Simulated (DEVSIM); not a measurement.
System: abrupt Si n-p junction, at 250 K.

Layer 1 from the left is Si, thickness (μm) 2.80, Nd (cm⁻³) 1.6e16, τn (s) 1.7e-6, τp (s) 1.7e-6. Layer 2 from the left is Si, thickness (μm) 20.0, Na (cm⁻³) 3.1e15, τn (s) 1.7e-6, τp (s) 1.7e-6.

Left contact: ohmic. Right contact: ohmic. Voltage is applied to the left contact. Recombination: SRH at mid-gap. Mobility is μmin + (μ − μmin)/(1 + (N/Nref)^α).

Constants are typed, rounded textbook-type inputs, not results; the design itself was drawn at random and stands for no fabricated device. Values at 300 K; Nc and Nv go as T^1.5, mobilities as T to minus their exponent, the gap by Varshni's rule with the affinity fixed.

Si: gap (eV) 1.124, affinity (eV) 4.05, permittivity 11.7, Nc (cm⁻³) 2.86e19, Nv (cm⁻³) 3.1e19, μn (cm²/Vs) 1417, μp (cm²/Vs) 470, μn,min 52, μp,min 45, Nref,n 9.7e16, Nref,p 2.2e17, αn 0.68, αp 0.72, T exponent of μn 2.3, T exponent of μp 2.2, Varshni α (eV/K) 0.000473, Varshni β (K) 636.

Problem. Estimate by hand the built-in potential, the peak field at zero bias, the capacitance at 6 V, and compare with a numerical solution.

Solution. 
- Built-in potential: ni = √(Nc Nv) exp(−Eg/2kT) = 8.01e7 cm⁻³ with Eg = 1.136 eV; Vbi = kT/q ln(Na Nd/ni²) = 0.788 V; numerical 0.788 V.
- Peak field at zero bias: depletion approximation: W = √(2εVbi/(qN)) = 0.626 μm with N = 2.60e15 cm⁻³; field = 2Vbi/W = 25200 V/cm; numerical 24500 V/cm (estimate above by 2.8 %).
- Capacitance at 6 V: C = √(qεN / 2(Vbi + |V|)) = 5.63 nF/cm²; numerical 5.65 nF/cm².

DEVSIM, 1D drift-diffusion, Boltzmann statistics, complete ionisation; no tunnelling, impact ionisation, image-force lowering or self-heating.
